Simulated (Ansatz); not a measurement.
Start from PbGeO$_{3}$ in the cubic perovskite structure (space group Pm-3m, No. 221; a cell from a computed database, its experimental status unchecked).

```yaml
crystal:
  lattice:
    - [3.84097, 0.00000, 0.00000]
    - [0.00000, 3.84097, 0.00000]
    - [0.00000, 0.00000, 3.84097]
  atoms:
    - { symbol: Ge, position: [0.50000, 0.50000, 0.50000] }
    - { symbol: Pb, position: [0.00000, 0.00000, 0.00000] }
    - { symbol: O, position: [0.00000, 0.50000, 0.50000] }
    - { symbol: O, position: [0.50000, 0.00000, 0.50000] }
    - { symbol: O, position: [0.50000, 0.50000, 0.00000] }
```

Cartesian axes are those of the cell as printed.

Method: Ansatz (a first-principles code) PBEsol, no SOC.

The change: the cell is scaled by 0.9846 in all directions, atoms relaxed at fixed cell.

Problem. Predict the stress tensor and what it implies for the stiffness.

Solution. Stress of the strained cell less that of the base (GPa, compression positive):
```
    9.5     0.0     0.0
    0.0     9.5     0.0
    0.0     0.0     9.5
```

Then B = −ΔP/(ΔV/V₀) with ΔV/V₀ = -0.0455 gives secant stiffness values (nonlinear terms included at this strain): B ≈ 208 GPa.

As a check, the harmonic strain energy −½ V₀ Δσ:ε is 15 meV/atom; the computed energy rise is 15 meV/atom.

A case with no gap was solved on a k-mesh chosen for an insulator, which is coarse for it. Stability against distortions was not tested. All final runs are without spin polarisation. Many cubic perovskites are stable only at high temperature; tilts and polar distortions were not tested.
